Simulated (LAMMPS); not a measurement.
Molecular dynamics of a free-standing liquid film of Ni, 2156 atoms, at 2330 K.

Computed with classical MD, pair style meam, file library.meam (library.meam-Ni); code LAMMPS.

| Property | Result |
|---|---|
| surface tension | 1.07 ± 0.04 N/m |
| excess potential energy of the surface | 1.7 J/m² |
| number density in the middle | 0.0750 Å⁻³ |
| cost | about 16 core-minutes (a rough figure) |

Potential: file library.meam of the LAMMPS distribution; its header cites Baskes, Phys Rev B, 46, 2727-2742 (1992).

Caution: the potential MEAM library.meam-Ni is a first-neighbour MEAM set with a 4 Å cutoff, used here without a parameter file and away from the static properties it was fitted to.

The ± values are statistical; the model's systematic error is not in them.

```
z (Å)    number density (Å⁻³)
-------  --------------------
-24.36                 0.0000
-23.35                 0.0004
-22.35                 0.0057
-21.34                 0.0282
-20.34                 0.0603
-19.34                 0.0677
-18.33                 0.0716
-17.33                 0.0745
-16.32                 0.0734
-15.32                 0.0755
-14.31                 0.0741
-13.31                 0.0751
-12.30                 0.0747
-11.30                 0.0746
-10.30                 0.0745
-9.290                 0.0745
-8.290                 0.0755
-7.280                 0.0737
-6.280                 0.0762
-5.270                 0.0740
-4.270                 0.0751
-3.260                 0.0750
-2.260                 0.0746
-1.260                 0.0751
-0.2500                0.0750
0.7500                 0.0753
1.760                  0.0749
2.760                  0.0753
3.770                  0.0742
4.770                  0.0759
5.780                  0.0751
6.780                  0.0753
7.780                  0.0741
8.790                  0.0759
9.790                  0.0747
10.80                  0.0755
11.80                  0.0741
12.81                  0.0764
13.81                  0.0736
14.82                  0.0761
15.82                  0.0736
16.82                  0.0750
17.83                  0.0721
18.83                  0.0669
19.84                  0.0609
20.84                  0.0265
21.85                  0.0043
22.85                  0.0003
23.86                  0.0000
```
